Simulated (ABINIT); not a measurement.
## Equation of state of cubic perovskite SrTiO3 (space group 221): energy against volume (ABINIT, PBE)

```
CELL_PARAMETERS angstrom
      3.83556     0.00000     0.00000
      0.00000     3.83556     0.00000
      0.00000     0.00000     3.83556
ATOMIC_POSITIONS crystal
  Sr 0.00000 0.00000 0.00000
  Ti 0.50000 0.50000 0.50000
  O  0.50000 0.00000 0.50000
  O  0.00000 0.50000 0.50000
  O  0.50000 0.50000 0.00000
```

Method: PBE, norm-conserving pseudopotentials (PseudoDojo nc-sr-05 PBE standard) (plane waves; ABINIT). Settings: pseudos = [Sr.upf, Ti.upf, O.upf]; ecut = 55 Ha; occopt = 3; tsmear = 0.00036749 Ha; ngkpt = 8 8 8; nshiftk = 1; shiftk = 0 0 0; potentials = PseudoDojo nc-sr-05 PBE standard; nband = 27; kptopt = 1; nstep = 50; tolvrs = 1e-11. The cell above is the first row's. The rows scale it uniformly. In all rows fractional positions and the k mesh are held. E is the free energy at the stated smearing, counted from the lowest row.

| V (Å^3/atom) | E (meV/atom) |
|---|---|
| 11.2854 | ? |
| 11.5308 | 19.37 |
| 11.7761 | 6.85 |
| 12.0214 | 0.61 |
| 12.2668 | 0.00 |
| 12.5121 | 4.45 |
| 12.7574 | 13.43 |
| 13.0028 | 26.47 |
| 13.2481 | 43.17 |

### Question
Using the third-order Birch-Murnaghan form, a cubic in V^(-2/3), estimate the missing E at V = 11.2854 from the other rows, showing the fit.

### Answer
With u = V^(-2/3) - 0.187, the rows have u = 0.008927, 0.006196, 0.003559, 0.001009, -0.001456, -0.003842, -0.006154, -0.008393. Least squares gives E = 1.228 - 1622.49·u + 405634·u² + 423920·u³. Residuals (row less fit): -0.001, 0.002, -0.001, -0.004, 0.001, 0.005, -0.006, 0.001; standard error 0.005 (degrees of freedom: 4). Its minimum lies at u = 0.001994, so V0 = (0.188994)^(-3/2) = 12.17. There d²E/du² = 816300 and d³E/du³ = 2544000, so B0 = (4/9) × 12.17^(-7/3) × 816300 × 0.160218 = 171 GPa (the last factor turns the table's units into GPa), and B0' = 4 + (2/3) × 0.188994 × (2544000)/816300 = 4.4. The program's pressures in the fitted runs (not shown) pass through zero at V = 12.17, 0.00 % from this V0. At the withheld row, u = 0.011757, so E = 1.228 - 1622.49 × 0.011757 + 405634 × 0.011757² + 423920 × 0.011757³ = 38.911 meV/atom. The calculation gives 38.89 meV/atom, 0.021 meV/atom below the prediction (under 0.05 % of the range of E in the table). The row lies outside the fitted rows, so this is an extrapolation. From the scatter of the fitted rows alone, a prediction at this place has a standard error of 0.014 meV/atom, so the miss is 1.5 times that.

Carrying the step between the two nearest rows on in a straight line would have given 31.90, off by 6.99; series whose last step already gives the withheld value aren't shown. The scan was laid around a cell of about the measured size, scaled by a guess for this functional. This is the room-temperature phase, which distorts on cooling and is held here by symmetry. The runs keep the symmetry of the cell, so they don't test it for distortions. Cutoffs and mesh are single choices, not tested for convergence of this quantity. Series with a scatter that would blur these digits, or in which a gap closes, are not shown. Nor are scans whose minimum lies at an end fitted in this form.
